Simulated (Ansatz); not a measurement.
How far PBE and PBEsol part for hypothetical CsCl type SiGe, isotropic strain +5.61 %

Take SiGe in the CsCl type structure (space group Pm-3m, No. 221; a = 3.245 Å; a hypothetical phase, not in the database extracts checked; relaxed with 0.1 eV smearing) as the base.

(Cell as relaxed with PBE.)

Levels (all Ansatz, a quantum-chemistry and plane-wave program, PAW): PBE (420 eV, no spin-orbit coupling); PBEsol (420 eV, scalar-relativistic without spin-orbit coupling).

Each level relaxes its own structure.

```csv
base,PBE,PBEsol
volume per atom,17.08 Å³,16.39 Å³
lattice parameter a,3.245 Å,3.200 Å
band gap,zero,zero
```

Perturbation: the cell is scaled by 1.0561 in all directions; the atoms relax in the strained cell.

```tsv
quantity	PBE	PBEsol
pressure	-8.2 GPa	-9.5 GPa
energy relative to the base (free energy F)	+91 meV/atom	+101 meV/atom
band gap	zero	zero
```

PBE's pressure lies 1.3 GPa above PBEsol's; PBE's energy relative to the base lies 10 meV/atom below PBEsol's; the two agree on the band gap. Neither level is exact; PBEsol is the comparison here, not a measurement.

No phonon test of stability was made. All final runs are without spin polarisation.
